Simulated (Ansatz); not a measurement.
**Input and output of a self-consistent single point for AgI (F-43m, 2 atoms in the cell) (Ansatz, an electronic-structure program)**

Computed with PBE (plane waves, PAW; Ansatz).

Input as run:

Ansatz 0.2 input:
```yaml
crystal:
  lattice:
    - [0.00000000, 3.25000000, 3.25000000]
    - [3.25000000, 0.00000000, 3.25000000]
    - [3.25000000, 3.25000000, 0.00000000]
  atoms:
    - { symbol: Ag, position: [0.00000000, 0.00000000, 0.00000000] }
    - { symbol: I, position: [0.25000000, 0.25000000, 0.25000000] }
kpoints:
  mp_grid: { grid: [9, 9, 9] }
hamiltonian:
  xc: pbe
  pseudopotentials: { kind: paw }
scf:
  occupations: { method: fermi_dirac, width: 0.0037 Ry }
output:
  forces: true
  eigenvalues: true
  stress: true
```

The program printed (abridged):

```
WARN basis.ecutwfc = 420 eV, the default
WARN ansatz: RAYON_NUM_THREADS=1 ignored (pool sized by the plan → 1); use --threads N
Pseudopotentials: kind: paw
Pseudopotential: Ag, paw, valence charge 19
Pseudopotential: I, paw, valence charge 17
Crystal: 2 atoms, lattice volume = 68.656 Å³
Basis set: ecut = 420 eV, 1363 PW (Γ), exchange–correlation on 64×64×64 points (8 copies of the dense FFT grid, shifted against one another)
Bands: 22, of which v1, the nominal top of the filled ones, is band 18 counted from 1 (17 counted from 0)
Symmetry: 24 space group operations
Space group: F-43m (ITA 216), of the structure as read, at distance tolerance 4.1e-5 Å
k-points: 35 of 729 (time reversal used)
Initial density: superposition of atomic densities (neutral atoms: chi_scale 0, normalization atom), corrected by the library's trained network
Initial wavefunctions: pseudopotential atomic-orbital guess
Eigensolver: davidson
Functional: x = pbe(κ = 0.804, μ = 0.2195149727645171), c = pbe(β = 0.06672455060314922)
SCF iter   1: F=—  HF=-15103.985616 eV  |F-HF|=—  |Δ(HF+E_count)|=         —  Δρ=9.43e-4  dr2=1.15e-3  ethr=1.77e-3  ⟨swp⟩=6.1  Hψ=3780  notcnv=0
all-band conjugate gradients solve this SCF's bands
preconditioner: auto → none
SCF iter   2: F=—  HF=-15103.985648 eV  |F-HF|=—  |Δ(HF+E_count)|=   3.21e-5  Δρ=6.86e-4  dr2=2.92e-4  ethr=3.20e-6  ⟨swp⟩=3.1  Hψ=1635  notcnv=0
SCF iter   3: F=—  HF=-15103.985675 eV  |F-HF|=—  |Δ(HF+E_count)|=   2.69e-5  Δρ=2.71e-4  dr2=4.41e-5  ethr=8.12e-7  ⟨swp⟩=2.0  Hψ=1365  notcnv=0
SCF iter   4: F=—  HF=-15103.985698 eV  |F-HF|=—  |Δ(HF+E_count)|=   2.34e-5  Δρ=1.24e-4  dr2=1.04e-5  ethr=1.22e-7  ⟨swp⟩=2.0  Hψ=1035  notcnv=0
SCF iter   5: F=—  HF=-15103.985713 eV  |F-HF|=—  |Δ(HF+E_count)|=   1.48e-5  Δρ=3.52e-5  dr2=7.51e-7  ethr=2.88e-8  ⟨swp⟩=2.0  Hψ=1085  notcnv=0
SCF iter   6: F=-15103.985714 eV  HF=-15103.985714 eV  |F-HF|=4.45e-8  |Δ(HF+E_count)|=   1.14e-6  Δρ=5.32e-6  dr2=1.99e-8  ethr=2.78e-10  ⟨swp⟩=4.7  Hψ=3868  notcnv=0
SCF 1 converged in 6 iterations: F = -15103.985714 eV  dr2 = 1.99e-8
SCF converged after 6 iterations
Free energy (F): -15103.985714 eV
Harris-Foulkes:  -15103.985714 eV  (|F-HF|=4.45e-8)
Internal energy: -15103.985714 eV  (E = F + TS)
E sigma→0 (E₀):  -15103.985714 eV
Entropy (-TS):   -0.000000 eV (-0.000 meV/atom)
Fermi energy:    7.488893 eV
--- Per-component energies (eV) ---
  E_band       = -780.669412
  E_kinetic    = 717.072753
  E_local      = -5515.323931  (includes V_loc(G=0)·N_el)
  E_nonlocal   = -8.085588
  E_hartree    = 2609.877963
  E_xc         = -311.632940
  E_vxc        = -361.721113  (∫ρ·V_xc dr)
  E_paw        = -8721.048292  (= ΣΔE_a)
  E_vpaw       = -832.366935  (= ΣTr[D̂ρ^β])
  E_aug_tail   = 0.000320  (compensation charges beyond the density's cutoff)
  E_ewald      = -3874.845999
  E_smearing   = -0.000000  (= −TS)
  E_closure    = -0.000000  (closes the sum)
  Σ components = -15103.985714   (vs F -15103.985714, Δ=0.00e0)
--- Forces (eV/Å), atoms counted from 1 ---
  atom   1  Ag     0.00000000     0.00000000     0.00000000
  atom   2  I     -0.00000000     0.00000000    -0.00000000
  max |Σ_I F_I| component: 9.25e-18 eV/Å
--- Stress (GPa, compression-positive) ---
        1.777832       0.000000      -0.000000
       -0.000000       1.777832       0.000000
       -0.000000       0.000000       1.777832
  P = ⅓ Tr σ = 1.7778 GPa (17.778 kbar)
  The stress holds the Pulay correction. Without it, at fixed plane waves, as pw.x and ABINIT print it: P = 1.7456 GPa
--- Band table (eV; the first three rows and the last of 35) ---
  k-point 0: bands = ["-83.7725", "-47.2895", "-47.2895", "-47.2895", "-38.0422", "-38.0422", "-38.0422", "-38.0389", "-38.0389", "-6.0255", "2.5666", "2.5666", "2.5666", "3.7135", "3.7135", "6.7705", "6.7705", "6.7705", "8.1101", "12.5436", [...]
  k-point 1: bands = ["-83.7725", "-47.2895", "-47.2895", "-47.2895", "-38.0422", "-38.0421", "-38.0421", "-38.0389", "-38.0389", "-5.9933", "2.5481", "2.5881", "2.5881", "3.7105", "3.7105", "6.1985", "6.6827", "6.6827", "8.6326", "12.3530", [...]
  k-point 2: bands = ["-83.7725", "-47.2895", "-47.2895", "-47.2895", "-38.0423", "-38.0421", "-38.0421", "-38.0388", "-38.0388", "-5.9099", "2.5220", "2.6416", "2.6416", "3.7090", "3.7090", "5.2902", "6.4677", "6.4677", "9.2761", "12.3760", [...]
  k-point 34: bands = ["-83.7725", "-47.2896", "-47.2895", "-47.2895", "-38.0424", "-38.0422", "-38.0421", "-38.0388", "-38.0388", "-5.6471", "2.6122", "2.8372", "3.0604", "3.6602", "3.8602", "4.0691", "4.7093", "5.2244", "11.4232", "11.9301", [...]
```

The run converged in 6 iterations.

The starting cell has typed, rounded lattice constants, without a prior relaxation at this level. Spin-orbit coupling is off. Ansatz's pressure includes its estimate of the finite-basis (Pulay) stress.
